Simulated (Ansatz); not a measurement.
# Effect of uniaxial strain ε_xx = −2.67 % on Ti3Al

The parent structure is Ti3Al (space group P6_3/mmc, No. 194; a = 5.747 Å, c = 4.632 Å). Axes: x lies along a and z along c of the hexagonal cell.

Now apply this change: the cell is compressed by 2.67 % along x with no lateral relaxation; the atoms relax in the strained cell.

Calculations: r2SCAN/PAW in Ansatz (a first-principles code), no SOC. Γ-centred 10×10×10 mesh, Fermi–Dirac width 0.05 eV.

```json
[
 {"quantity": "volume per atom", "base": "16.56 Å³", "changed": "16.12 Å³", "shift": "-0.44 Å³"},
 {"quantity": "space group", "base": "P6_3/mmc (No. 194)", "changed": "Cmcm (No. 63)", "shift": "–"},
 {"quantity": "energy relative to the base (free energy F)", "base": "0 meV/atom", "changed": "+7.8 meV/atom", "shift": "+7.8 meV/atom"},
 {"quantity": "pressure (mean of the normal stresses, compression positive)", "base": "0.0 GPa", "changed": "3.4 GPa", "shift": "+3.4 GPa"},
 {"quantity": "band gap", "base": "zero", "changed": "zero", "shift": "–"},
 {"quantity": "stress (xx, yy, zz, yz, xz, xy; compression positive) (rough)", "base": "–", "changed": "(5.8, 2.6, 1.8, 0.0, 0.0, 0.0) GPa", "shift": "–"}
]
```

Final structure:

```yaml
crystal:
  lattice:
    - [5.59367, 0.00000, 0.00000]
    - [-2.79684, 4.97715, 0.00000]
    - [0.00000, 0.00000, 4.63151]
  atoms:
    - { symbol: Ti, position: [0.82610, 0.65221, 0.25000] }
    - { symbol: Ti, position: [0.16985, 0.83322, 0.75000] }
    - { symbol: Ti, position: [0.33662, 0.16678, 0.25000] }
    - { symbol: Ti, position: [0.17390, 0.34779, 0.75000] }
    - { symbol: Ti, position: [0.83015, 0.16678, 0.25000] }
    - { symbol: Ti, position: [0.66338, 0.83322, 0.75000] }
    - { symbol: Al, position: [0.33335, 0.66670, 0.25000] }
    - { symbol: Al, position: [0.66665, 0.33330, 0.75000] }
```

Cost of the whole job for the changed cell (relaxation, final SCF and bands): very roughly 5 core-minutes.

Without a gap, meshes like the base's 10×10×10 leave anisotropic stresses uncertain by several tenths of a GPa, and small strain energies with them. No phonon test of stability was made. All final runs are without spin polarisation.
